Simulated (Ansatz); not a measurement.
All values below come from PBE (plane waves to 420 eV, PAW; Ansatz, a program for electronic structure).

Electrostatic potential energy of an electron, averaged over planes parallel to the surface, in eV from the Fermi level, for the (111)A surface of zinc-blende AlP, Al-terminated, H on every top atom (bottom of the slab: 3 H on 4 bottom sites):

(z (Å), V (eV)): (4.11, 5.07); (4.40, 5.07); (4.69, 5.07); (4.99, 5.07); (5.28, 5.07); (5.57, 5.07); (5.87, 5.07); (6.16, 5.07); (6.45, 5.06); (6.75, 5.05); (7.04, 5.03); (7.33, 4.97); (7.63, 4.82); (7.92, 4.47); (8.21, 3.40); (8.51, 2.73); (8.80, 2.03); (9.09, -0.83); (9.39, -5.04); (9.68, -8.37); (9.97, -8.94); (10.27, -6.52); (10.56, -3.73); (10.85, -2.15); (11.15, -0.20); (11.44, 2.08); (11.73, 2.88); (12.03, 1.82); (12.32, -1.92); (12.61, -6.42); (12.91, -9.19); (13.20, -8.69); (13.49, -5.35); (13.79, -2.96); (14.08, -1.67); (14.37, 0.36); (14.67, 2.45); (14.96, 2.94); (15.25, 1.46); (15.55, -2.66); (15.84, -6.94); (16.13, -9.27); (16.43, -8.15); (16.72, -4.74); (17.01, -2.68); (17.31, -1.39); (17.60, 0.77); (17.89, 2.69); (18.19, 2.94); (18.48, 1.09); (18.77, -3.26); (19.07, -7.25); (19.36, -9.14); (19.65, -7.56); (19.95, -4.21); (20.24, -2.41); (20.53, -1.10); (20.83, 1.15); (21.12, 3.00); (21.41, 3.11); (21.71, 0.95); (22.00, -3.44); (22.29, -6.93); (22.59, -8.29); (22.88, -6.62); (23.17, -3.53); (23.47, -1.95); (23.76, -0.70); (24.05, 1.60); (24.35, 3.95); (24.64, 4.52); (24.93, 4.40); (25.23, 5.77); (25.52, 6.56); (25.81, 6.86); (26.11, 6.98); (26.40, 7.03); (26.69, 7.05); (26.99, 7.05); (27.28, 7.06); (27.57, 7.06); (27.87, 7.06); (28.16, 7.06); (28.45, 7.06); (28.75, 7.06); (29.04, 7.06); (29.33, 7.06)

Model: 47-atom slab, 16.5 Å thick at the start with caps and adatoms, 3x3x1 mesh, Fermi-Dirac 0.025 eV, dipole correction, 8 atoms held, the rest relaxed; symmetry of the start imposed; spin-polarised, no spin-orbit, no U. The slab shows no gap on its mesh. The starting moment vanished. It is one candidate, not shown to be the stable structure of the face.

Q: The surface cell has an area of 52.55 Å². What dipole along the normal does the step between the two vacuum levels imply?

A: the top vacuum level lies 1.99 eV above the bottom one; p = −ε₀ A ΔV (ε₀ = 0.005526 e/(V·Å)) gives -0.58 e·Å a cell.
